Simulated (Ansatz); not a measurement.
We consider cubic perovskite CsPbBr3 (cubic high-temperature phase), described by G0W0@HSE06 (hard PAW, contour deformation, complete-basis limit; Ansatz, a program for electronic structure).

Settings: largest k mesh 4×4×4 (not extrapolated in the mesh).

The cell has the measured lattice: a = 5.8740 Å, b = 5.8740 Å, c = 5.8740 Å, α = 90.00°, β = 90.00°, γ = 90.00°.

Predict the band gap.


* **band gap**: 3.15 eV

Note: filled d or f shells below the valence bands can shift G0W0 gaps through exchange with them, which wasn't tested here; GW on a hybrid start was not checked against another program; held by symmetry at 0 K, a high-temperature phase can be a saddle point; cell and atoms aren't relaxed at this level; the gap holds a correction of +0.45 eV to the complete basis.

Spin–orbit coupling is not included; with these elements it can move the gap by several tenths of an eV or more.

Static lattice: no zero-point or thermal effects.

Cost on a shared machine: around 12 core-hours (rough).
